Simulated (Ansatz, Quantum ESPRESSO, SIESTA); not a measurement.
One structure in several programs: LaSiPt (I4_1md, 6 atoms in the cell)

Self-consistent single point.

```
CELL_PARAMETERS angstrom
     -2.17115     2.17115     7.42984
      2.17115    -2.17115     7.42984
      2.17115     2.17115    -7.42984
ATOMIC_POSITIONS crystal
  La 0.32996 0.32996 0.00000
  La 0.07996 0.57996 0.50000
  Si 0.74963 0.74963 0.00000
  Si 0.49963 0.99963 0.50000
  Pt 0.91741 0.91741 0.00000
  Pt 0.66741 0.16741 0.50000
```

All programs got the same cell, k-point mesh and kind of occupations (in Ansatz's words: kpoints.mp_grid.grid = 6 6 6; scf.occupations.method = fermi_dirac; scf.occupations.width = 0.1 eV); potentials, basis and cutoffs are each program's usual ones.

```
code                                                                                                                                      model  pressure (GPa)  largest force (eV/Å)  k-points       cutoff
----------------  -----------------------------------------------------------------------------------------------------------------------------  --------------  --------------------  --------  -----------
Ansatz                                                                                                          PBEsol, PAW files made with PBE           -7.89                 0.021        30      default
Quantum ESPRESSO                                                                           PBEsol, GBRV 1.5 ultrasoft (PBESOL) pseudopotentials           -8.14                 0.022        30        40 Ry
SIESTA            GGA PBEsol, numerical atomic orbitals DZP, PseudoDojo PBEsol standard norm-conserving potentials (rewritten from UPF to PSML)           -6.81                 0.054       132  grid 400 Ry
```

The spread over the programs that give each value: pressure within 1.33 GPa; largest force within 0.033 eV/Å.

The starting cell comes from a database of computed structures (which also holds hypothetical and non-ambient phases and stackings), without a prior relaxation at this level. Its lattice was rescaled by a random factor within 2.5 % of one. On Ansatz's run: Spin-orbit coupling is off. Spin polarisation is off. In the base run, with a pressure of about -8 GPa the cell is away from its equilibrium volume at this level.

Task: Why do the programs differ, and what cannot be compared?

Result: Differences of this kind can come from the potentials, where these differ, and from what each basis and cutoff leave unconverged. The valence holds different numbers of electrons (Ansatz (an electronic-structure program) 66, Quantum ESPRESSO 62, SIESTA 66). The zero of total energies and Fermi levels follows the potentials and each program's conventions, so they are not compared here. SIESTA uses small atom-centred bases, whose incompleteness enters pressures, forces and empty levels differently from a plane-wave cutoff. Ansatz's pressure is given at a fixed set of plane waves, as the other plane-wave codes print theirs. The programs reduce the same mesh by symmetry to different extents, which changes the work and not the result. In the pressure, SIESTA (by 1.20) lies more than 1 GPa from the median of the plane-wave programs.

Left out of this page: ABINIT (stopped by limits of time or memory); FLEUR (not drawn, or without a comparable value).

Keys are those of Ansatz 0.2.
